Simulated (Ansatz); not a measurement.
Density of states of Ga2Te4Sr (Cccm, 14 atoms in the cell).

```
Sr(GaTe2)2
1.0
    3.37000    -5.81050     0.00000
    3.37000     5.81050     0.00000
    0.00000     0.00000    11.63400
Ga Te Sr
4 8 2
Direct
  0.75650   0.24110   0.00000
  0.24350   0.75890   0.00000
  0.24110   0.75650   0.50000
  0.75890   0.24350   0.50000
  0.00000   0.50000   0.32610
  0.50000   0.00000   0.17390
  0.00000   0.50000   0.67390
  0.50000   0.00000   0.82610
  0.81710   0.66370   0.00000
  0.18290   0.33630   0.00000
  0.66370   0.81710   0.50000
  0.33630   0.18290   0.50000
  0.50000   0.50000   0.25000
  0.50000   0.50000   0.75000
```

Method: PBEsol, default PAW files made with PBE (plane waves; Ansatz, a first-principles code).

SCF settings: basis.ecutwfc = 30.9 Ry; kpoints.mp_grid.grid = 2 2 1; hamiltonian.xc = pbesol; hamiltonian.pseudopotentials = {kind: paw} (the program's default PAW files); scf.occupations.method = cold; scf.occupations.width = 0.0073 Ry. Keys of the DOS step: output.dos.nscf_kmesh.grid = 3 3 2.

The starting cell comes from a database of published, mostly measured structures (it also holds non-ambient and calculated ones), without a prior relaxation at this level. Spin-orbit coupling is off.

Total DOS (both spins), as means of the tabulated values in each energy bin; the zero is the program's Fermi level or highest filled level, and the curve is cut to this window:

```
E (eV) | states/eV/cell
    -7.75 |  0.00
    -7.25 |  0.00
    -6.75 |  0.03
    -6.25 | ############## 7.97
    -5.75 | ############# 7.47
    -5.25 | # 0.53
    -4.75 |  0.00
    -4.25 | ### 1.84
    -3.75 | ############## 7.89
    -3.25 | ############### 8.53
    -2.75 | ################# 9.53
    -2.25 | ################### 10.6
    -1.75 | ############################## 16.8
    -1.25 | ########################### 15.0
    -0.75 | ################# 9.31
    -0.25 | # 0.48
     0.25 |  0.00
     0.75 | ## 1.40
     1.25 | ######### 5.27
```

The gap on the SCF mesh is 0.48 eV.

Keys are those of Ansatz 0.2.
